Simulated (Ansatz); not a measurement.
## Phonon-limited transport in ScB2 (P6/mmm)

Data:

```
CELL_PARAMETERS angstrom
      3.12655     0.00000     0.00000
     -1.56328     2.70768     0.00000
      0.00000     0.00000     3.48222
ATOMIC_POSITIONS crystal
  Sc 0.00000 0.00000 0.00000
  B  0.66667 0.33333 0.50000
  B  0.33333 0.66667 0.50000
```

Computed with PBEsol, DFPT electron-phonon coupling, linearised Boltzmann equation (plane waves, PAW, scalar-relativistic; Ansatz, a quantum-chemistry and plane-wave program). How the cell was made: relaxed with this functional, without spin-orbit coupling.

| Property | Value |
|---|---|
| resistivity at 300 K | 7.3 (x), 7.3 (y), 8.6 (z) μΩ·cm |
| electron mean free path at 300 K (weighted by the current that each state carries) | 13.9 (x), 13.9 (y), 14.3 (z) nm |
| electron-phonon coupling λ | 0.30 |
| transport coupling λ_tr | 0.33 (x), 0.33 (y), 0.34 (z) |
| logarithmic mean phonon energy | 55 meV |
| density of states at the Fermi level | 0.48 states/(eV·spin·cell) |
| Drude plasma energy | 5.8 (x), 5.8 (y), 5.4 (z) eV |
| Tc for μ* = 0.10 (anisotropic Eliashberg) | below 1 K |
| Tc for μ* = 0.13 (anisotropic Eliashberg) | below 1 K |

A metal at this level (no band gap). Only scattering by harmonic phonons is included (no impurities, grain boundaries, electron-electron scattering or thermal expansion). Spin-orbit coupling is left out. Halving the electron mesh (32x32x24) moves the resistivity by up to 2 % at 300 K, the mean free path by up to 4 %, the coupling by up to 2 %. Smearing 0.20 eV; phonons on a 5x5x4 q mesh, which this run doesn't test and which matters most at low temperature. Tc comes from the anisotropic Migdal-Eliashberg equations with μ*, a chosen number, referred to 61 meV.

Formula and space group known from diffraction (Crystallography Open Database), not checked to be the room-temperature form: ScB2 (P6/mmm).
